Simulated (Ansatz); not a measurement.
Cl on the 1x1 (111) surface of fcc Cu, one in a 2x2 cell, energies for each (22.8 Å²). Energies are against ½ Cl2(g), without zero-point or thermal terms; each row is named by its start.

Method: PBE (plane waves to 420 eV, PAW; Ansatz, a program for electronic structure).

Set-up: 17 atoms, 6.2 Å thick at the start under the adsorbate (thin: gaps and levels are the slab's own); mesh 6x6x1; 0.1 eV smearing; dipole correction on; 8 atoms held, the rest relaxed; each run with such symmetry as its start has; no spin, no spin-orbit, no U, no dispersion correction.

A negative adsorption energy means that the adsorbate is more stable on the surface than in its reference. Heights count from the host atoms within 0.3 Å of the top one.

```json
[
 {"starting site": "top Cu", "E_ads (eV)": "-1.35", "height (Å)": "2.21", "nearest host atom (Å)": "Cu 2.17", "bonded to": "Cu", "Δ work function (eV)": "1.48", "lateral drift (Å)": "0.0"},
 {"starting site": "hollow Cu-Cu-Cu over Cu at depth 2.1 Å", "E_ads (eV)": "-1.73", "height (Å)": "1.90", "nearest host atom (Å)": "Cu 2.40", "bonded to": "3 Cu", "Δ work function (eV)": "0.54", "lateral drift (Å)": "0.0"},
 {"starting site": "hollow Cu-Cu-Cu over Cu at depth 4.1 Å", "E_ads (eV)": "-1.74", "height (Å)": "1.89", "nearest host atom (Å)": "Cu 2.39", "bonded to": "3 Cu", "Δ work function (eV)": "0.49", "lateral drift (Å)": "0.0"},
 {"starting site": "bridge Cu-Cu (span 2.6 Å)", "E_ads (eV)": "-1.67", "height (Å)": "1.96", "nearest host atom (Å)": "Cu 2.32", "bonded to": "2 Cu", "Δ work function (eV)": "0.71", "lateral drift (Å)": "0.0"}
]
```
